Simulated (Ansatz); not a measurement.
Input:

```
GaP
1.0
    0.00000     2.77056     2.77056
    2.77056     0.00000     2.77056
    2.77056     2.77056     0.00000
Ga P
1 1
Direct
  0.00000   0.00000   0.00000
  0.25000   0.25000   0.25000
```

Method: r2SCAN with spin-orbit coupling, rigid bands (plane waves, PAW; Ansatz, a quantum-chemistry and plane-wave program). Condition of this run: hydrostatic pressure of -4.2 GPa (compression positive) (the target of the relaxation). Geometry: cell and atoms relaxed with PBEsol, then loaded as said.

Problem. What conductivity effective mass do dilute electrons have at 300 K?

Solution. 0.23 mₑ.

Problem. What conductivity effective mass do dilute holes have at 300 K?

Solution. 0.50 mₑ.

Problem. And the band gap?

Solution. 1.85 eV at this level; semilocal functionals usually fall short of the measured gap.

Rigid bands, one relaxation time for all states, no polarons. Geometry: cell and atoms relaxed with PBEsol.
